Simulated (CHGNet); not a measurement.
**L1₂ (Cu3Au-type) Ni₃Si**

Method: the machine-learned potential CHGNet 0.3.0 (trained on PBE and PBE+U data).

Cell: relaxed at this level.

```yaml
lattice_constant_a: 3.496 Å
volume_per_atom: 10.69 Å³/atom
```

Measured, for comparison: lattice constant a 3.510 Å, equilibrium volume per atom 10.81 Å³/atom (temperature not stated, no zero-point or thermal correction; as tabulated in Metallic Nickel Silicides: Experiments and Theory for NiSi and First Principles …). Computed (rounded) less measured: lattice constant a -0.4 %, equilibrium volume per atom -1.1 %. A static lattice is as a rule a little smaller and stiffer than an uncorrected measurement, which narrows the difference in the lattice constant a, equilibrium volume per atom and would widen misses of the other sign.

A machine-learned potential is trained on density-functional data: it inherits that level's misses and adds fitting errors of its own.

Note: the model gives imaginary modes for this phase (in the spectrum interpolated from a supercell).
